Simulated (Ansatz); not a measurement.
Start from Al in the fcc (Cu type) structure (space group Fm-3m, No. 225; a = 4.014 Å).

Method: Ansatz (a first-principles code) PBEsol, spin-orbit coupling left out.

Base values:

```
Item                                Value
-----------------------------  ----------
Shortest interatomic distance  5.364 bohr
```

One thing is altered: cell and atoms relaxed at a pressure of 2.1 GPa.

### Question
Estimate the effect on the shortest interatomic distance.

### Answer
The shortest interatomic distance drops by 0.043 bohr to 5.321 bohr.

Load acts through the strain it causes; cell and atoms are relaxed under it. Stability against distortions was not tested.
